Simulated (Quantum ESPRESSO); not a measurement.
Checking a run of Quantum ESPRESSO on Mg₁₆ZrAl₁₂ (R3m, 29 atoms in the cell). The aim is a self-consistent single point with DFT, PBEsol, plane waves, SSSP 1.1.2 efficiency (PBE) pseudopotentials.

Cell that was meant: a = 9.1117 Å, b = 9.1117 Å, c = 9.1117 Å, α = 110.43°, β = 110.43°, γ = 110.43°.

Part of the input:

```fortran
Al    2.68197955    0.01071526    7.04762924
Al   -1.33171009   -2.32802005    7.04762924
K_POINTS {automatic}
1 1 1  0 0 0
```

Output, abridged:

```
     file Mg.pbe-n-kjpaw_psl.0.3.0.UPF: wavefunction(s)  3S renormalized
   [... lines left out ...]

     number of k points=     1  Gaussian smearing, width (Ry)=  0.0100
                       cart. coord. in units 2pi/alat
        k(    1) = (   0.0000000   0.0000000   0.0000000), wk =   2.0000000

     Dense  grid:   365677 G-vectors     FFT dimensions: ( 100, 100, 100)

     Smooth grid:   129315 G-vectors     FFT dimensions: (  72,  72,  72)

     Initial potential from superposition of free atoms

     starting charge      79.9556, renormalised to      80.0000

     negative rho (up, down):  6.132E-02 0.000E+00
     Self-consistent Calculation

     iteration #  1     ecut=    40.00 Ry     beta= 0.70

     negative rho (up, down):  5.980E-02 0.000E+00

     total energy              =   -1084.40865667 Ry
     estimated scf accuracy    <       1.39324357 Ry

     iteration #  2     ecut=    40.00 Ry     beta= 0.70

     negative rho (up, down):  5.996E-02 0.000E+00

     total energy              =   -1083.81469178 Ry
     estimated scf accuracy    <      13.45563640 Ry

     iteration #  3     ecut=    40.00 Ry     beta= 0.70

     negative rho (up, down):  6.068E-02 0.000E+00

     total energy              =   -1085.19509069 Ry
     estimated scf accuracy    <       0.16123746 Ry

   [... 13 blocks of this kind left out ...]

     iteration # 17     ecut=    40.00 Ry     beta= 0.70

     negative rho (up, down):  6.081E-02 0.000E+00

     total energy              =   -1085.26739484 Ry
     estimated scf accuracy    <          4.5E-09 Ry

     iteration # 18     ecut=    40.00 Ry     beta= 0.70

     negative rho (up, down):  6.081E-02 0.000E+00
     End of self-consistent calculation

     the Fermi energy is     5.2512 ev

!    total energy              =   -1085.26739485 Ry
     estimated scf accuracy    <          6.3E-10 Ry
     smearing contrib. (-TS)   =      -0.01668267 Ry
     internal energy E=F+TS    =   -1085.25071218 Ry

     convergence has been achieved in  18 iterations

     negative rho (up, down):  6.081E-02 0.000E+00

     Forces acting on atoms (cartesian axes, Ry/au):

     atom    1 type  1   force =     0.00146840   -0.00084778   -0.00244486
     atom    2 type  1   force =     0.00000000    0.00169556   -0.00244486
     atom    3 type  1   force =    -0.00146840   -0.00084778   -0.00244486
     atom    4 type  1   force =     0.00000000    0.00000000    0.01225467
   [... lines left out ...]
     Total force =     0.055040     Total SCF correction =     0.000021
   [... lines left out ...]

     negative rho (up, down):  6.081E-02 0.000E+00
          total   stress  (Ry/bohr**3)                   (kbar)     P=       13.61
   0.00027622   0.00000000   0.00000000           40.63        0.00        0.00
  -0.00000000   0.00027622  -0.00000000           -0.00       40.63       -0.00
   0.00000000   0.00000000  -0.00027493            0.00        0.00      -40.44

   JOB DONE.
```

### Question
Is anything amiss in this input, and did it matter?

### Answer
The run is not sound. The fault is a single k-point for a small metallic cell. One k-point cannot sample the Fermi surface of a small cell. To fix it, use a converged k-point mesh. The run converged in 18 iterations without an error; against the sound input the free energy rises by 226 meV/atom, the pressure goes from 0.51 to 1.36 GPa and the largest force goes from 0.166 to 0.685 eV/Å.

An input that runs soundly differs in these lines (not the only fix; some lines may just follow from the change or write a value another way):
```diff
-1 1 1  0 0 0
+3 3 3  0 0 0
```

With that input, the run converged in 17 iterations: free energy E − TS -14772.3626 eV; Fermi level (on the code's own zero) 5.84 eV; pressure 0.51 GPa; largest force (vector length) 0.166 eV/Å (DFT, PBEsol, plane waves, SSSP 1.1.2 efficiency (PBE) pseudopotentials).

On the sound input: the starting cell comes from a database of computed structures (which also holds hypothetical and non-ambient phases and stackings), without a prior relaxation at this level. Its lattice was rescaled by a random factor within 2.5 % of one.
